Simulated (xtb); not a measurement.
xtb 6.7.1, GFN1-xTB: C=C[Si](C)C, charge 0, multiplicity 2, 14 atoms. The geometry is a generated start, not checked to be a minimum at this level.

| Quantity | Result |
|---|---|
| run flags | --grad |
| method | GFN1-xTB |
| --acc | 1 (default) |
| --etemp (K) | 300 (default) |
| basis functions | 44 |
| valence electrons | 29 |

```xyz
14

C      2.3549    -0.6162    -0.1245
C      1.5040     0.4174    -0.1015
Si    -0.3122     0.3160    -0.4383
C     -1.3625     1.6321     0.4481
C     -1.0869    -1.4196    -0.3776
H      2.0179    -1.6304    -0.2474
H      3.4185    -0.4853    -0.0030
H      1.9216     1.4098     0.0215
H     -2.2367     1.9134    -0.1311
H     -1.7107     1.2658     1.4121
H     -0.7797     2.5318     0.6272
H     -0.9712    -1.8578     0.6116
H     -0.6088    -2.0834    -1.0894
H     -2.1483    -1.3937    -0.6079
```

Charge 0 and multiplicity 2 are set for this test and not shown to be the ground state. GFN-xTB has no spin term: --uhf 1 sets the occupations alone.

One run each on 1 thread. Values of broydamp tried: 0.02, 0.05, 0.1, 0.2, 0.4 (default), 0.6, 0.8, 1.

### Question
How does the count of SCC iterations change with broydamp, and where is it least?

### Answer
Fewest SCC iterations, within one of each other: 0.4 (default) with 10, 0.6 with 11, 0.8 with 11. The count rises to 19 at 0.02. All converge to one solution.

```
broydamp       SCC iterations            end
-------------  --------------  -------------
0.02                       19  same solution
0.05                       18  same solution
0.1                        16  same solution
0.2                        13  same solution
0.4 (default)              10  same solution
0.6                        11  same solution
0.8                        11  same solution
1                          13  same solution
```
